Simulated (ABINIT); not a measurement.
A self-consistent single point of GaIr (Pm-3m, 2 atoms in the cell) with ABINIT.

Method: PBEsol, norm-conserving pseudopotentials (PseudoDojo nc-sr-04 PBEsol standard) (plane waves; ABINIT).

The change in words: lattice scaled by 0.98. Reference geometry:
```yaml
crystal:
  lattice:
    - [3.02850, 0.00000, 0.00000]
    - [0.00000, 3.02850, 0.00000]
    - [0.00000, 0.00000, 3.02850]
  atoms:
    - { symbol: Ga, position: [0.00000, 0.00000, 0.00000] }
    - { symbol: Ir, position: [0.50000, 0.50000, 0.50000] }
```

Reference input (self-consistent single point, DFT, PBEsol, plane waves, norm-conserving pseudopotentials (PseudoDojo nc-sr-04 PBEsol standard)): pseudos = [Ga.upf, Ir.upf]; ecut = 40 Ha; occopt = 7; tsmear = 0.00367493 Ha; ngkpt = 9 9 9; nshiftk = 1; shiftk = 0 0 0; potentials = PseudoDojo nc-sr-04 PBEsol standard; nband = 21; kptopt = 1; nstep = 100; tolvrs = 1e-12. This run's input differs from it in these lines:

```diff
@@ -5,5 +5,5 @@
 rprim
-         3.0285000000    0.0000000000    0.0000000000
-         0.0000000000    3.0285000000    0.0000000000
-         0.0000000000    0.0000000000    3.0285000000
+         2.9679300000    0.0000000000    0.0000000000
+         0.0000000000    2.9679300000    0.0000000000
+         0.0000000000    0.0000000000    2.9679300000
 natom 2
```

Output, abridged:

```
--- !BeginCycle
solver: {iscf: 7, nstep: 100, nline: 4, wfoptalg: 0, }
tolerances: {tolvrs: 1.00E-12, }
...

     iter   Etot(hartree)      deltaE(h)  residm     vres2
 ETOT  1  -190.71108506438    -1.907E+02 4.969E-01 7.763E+01
 ETOT  2  -191.22362704006    -5.125E-01 4.675E-02 8.401E+01
 ETOT  3  -191.24375160206    -2.012E-02 3.386E-03 1.494E+00
 ETOT  4  -191.24415235681    -4.008E-04 5.690E-03 2.432E-02
 ETOT  5  -191.24415831605    -5.959E-06 1.494E-03 3.097E-04
 ETOT  6  -191.24415838563    -6.957E-08 2.516E-03 8.122E-07
 ETOT  7  -191.24415838595    -3.181E-10 1.137E-03 6.744E-08
 ETOT  8  -191.24415838597    -2.458E-11 1.795E-03 2.425E-09
 ETOT  9  -191.24415838597    -2.160E-12 7.151E-04 6.779E-11
 ETOT 10  -191.24415838597     1.819E-12 9.735E-04 3.648E-13
 At SCF step   10       vres2   =  3.65E-13 < tolvrs=  1.00E-12 =>converged.

 Cartesian components of stress tensor (hartree/bohr^3)
  sigma(1 1)= -4.93178681E-04  sigma(3 2)=  0.00000000E+00
  sigma(2 2)= -4.93178681E-04  sigma(3 1)=  0.00000000E+00
  sigma(3 3)= -4.93178681E-04  sigma(2 1)=  0.00000000E+00

 ----iterations are completed or convergence reached----

 reduced coordinates (array xred) for    2 atoms
       0.000000000000      0.000000000000      0.000000000000
       0.500000000000      0.500000000000      0.500000000000
 cartesian forces (eV/Angstrom) at end:
    1     -0.00000000000000    -0.00000000000000    -0.00000000000000
    2     -0.00000000000000    -0.00000000000000    -0.00000000000000
 frms,max,avg= 0.0000000E+00 0.0000000E+00   0.000E+00  0.000E+00  0.000E+00 e/A
   [... lines left out ...]
 Fermi (or HOMO) energy (hartree) =   0.54479   Average Vxc (hartree)=  -0.53336
   [... lines left out ...]
total_energy        : -1.91244158385971E+02
total_energy_eV     : -5.20401820482329E+03
band_energy         : -9.33128346137676E+00
...

-Cartesian components of stress tensor (GPa)         [Pressure=  1.4510E+01 GPa]
- sigma(1 1)= -1.45098153E+01  sigma(3 2)=  0.00000000E+00
- sigma(2 2)= -1.45098153E+01  sigma(3 1)=  0.00000000E+00
- sigma(3 3)= -1.45098153E+01  sigma(2 1)=  0.00000000E+00

 Calculation completed.
```

The run converged in 10 iterations. Against the reference run the free energy rises by 30.0 meV/atom and the pressure goes from -1.90 to 14.51 GPa.

The starting cell comes from a database of computed structures (which also holds hypothetical and non-ambient phases and stackings), without a prior relaxation at this level. For this run, on top of that: lattice scaled by 0.98. Spin polarisation is off. With a pressure of about 15 GPa the cell is away from its equilibrium volume at this level.

Cost on one core of a shared machine: roughly 40 s.
